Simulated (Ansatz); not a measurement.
Where the default PAW files enter, the runs use the earlier of Ansatz's two default sets.

Given:

```
TiO2
1.0
    5.14912     0.00000     0.00000
    0.00000     5.45912     0.00000
    0.00000     0.00000     9.19420
Ti O
8 16
Direct
  0.86209   0.40258   0.37103
  0.13791   0.59742   0.62897
  0.63791   0.90258   0.62897
  0.36209   0.09742   0.37103
  0.36209   0.59742   0.12897
  0.63791   0.40258   0.87103
  0.13791   0.09742   0.87103
  0.86209   0.90258   0.12897
  0.53529   0.38999   0.26971
  0.46471   0.61001   0.73029
  0.96471   0.88999   0.73029
  0.03529   0.11001   0.26971
  0.03529   0.61001   0.23029
  0.96471   0.38999   0.76971
  0.46471   0.11001   0.76971
  0.53529   0.88999   0.23029
  0.18337   0.85119   0.01048
  0.81663   0.14881   0.98952
  0.31663   0.35119   0.98952
  0.68337   0.64881   0.01048
  0.68337   0.14881   0.48952
  0.31663   0.85119   0.51048
  0.81663   0.64881   0.51048
  0.18337   0.35119   0.48952
```

Space group of this cell: Pbca. The cell is taken as given; by r2SCAN its mean pressure is -1.1 GPa.

Calculation: r2SCAN (plane waves, PAW; Ansatz, a first-principles code).

The current runs along the normal of the first two printed vectors; no spin-orbit coupling. Scaled by the factor s: both lengths across the current (ions clamped). Meshes 6×6×4 and 6×6 across the current in all rows.

```json
[
 {"s": "0.98", "mean pressure (GPa)": "9.3", "band gap (eV)": "?"},
 {"s": "1.00", "mean pressure (GPa)": "-1.1", "band gap (eV)": "2.67"},
 {"s": "1.02", "mean pressure (GPa)": "-9.8", "band gap (eV)": "2.56"}
]
```

### Question
Take the slope of the band gap against ln s from the two given rows, extrapolate to s = 0.98, and say what the run there gives.

### Answer
Slope = (2.56 − 2.67) / ln 1.02 = -5.55 eV. The line gives 2.67 + (-5.55) × ln 0.98 = 2.78 eV. The run gives 2.77 eV, 0.01 eV under the line, 11 % of the predicted step.
